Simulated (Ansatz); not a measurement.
The starting structures come from a database of crystals and need not be the phases stable at ambient conditions.

Inside the gap of an insulator the Bloch states are evanescent, with a wavenumber k + iκ along the transport direction.

Here is the system:

```
Pb2O5S
1.0
    5.72145     0.00000     0.00000
    0.00000     7.11026    -0.01079
    2.86072    -2.97425     6.28477
Pb S O
4 2 10
Direct
  0.52432   0.72780   0.95136
  0.47568   0.27220   0.04864
  0.14697   0.89218   0.70605
  0.85303   0.10782   0.29395
  0.83045   0.65657   0.33910
  0.16955   0.34343   0.66090
  0.74671   0.00000   0.00000
  0.25329   0.00000   0.00000
  0.71485   0.70082   0.57031
  0.28515   0.29918   0.42969
  0.93317   0.24702   0.70644
  0.06683   0.75298   0.29356
  0.63961   0.75298   0.29356
  0.36039   0.24702   0.70644
  0.89826   0.42668   0.20348
  0.10174   0.57332   0.79652
```

Space group of this cell: C2/m. The cell was relaxed by PBE-D3(BJ); by r2SCAN its mean pressure is -2.8 GPa.

Transport runs along the normal of the first two printed cell vectors.

The gap is the functional's own. No spin-orbit coupling. Mid-gap values are interpolated on the energy grid.

Estimate the band gap and the smallest decay constant κ at mid-gap that r2SCAN in Ansatz (an electronic-structure program) returns for this system.

Gap 3.53 eV on a 6×6×6 mesh; κ = 0.356 1/Å, at (0.000, 0.500) of the in-plane reciprocal vectors. At the zone centre, at the nearest computed energy, the slowest state has κ = 0.41 1/Å.
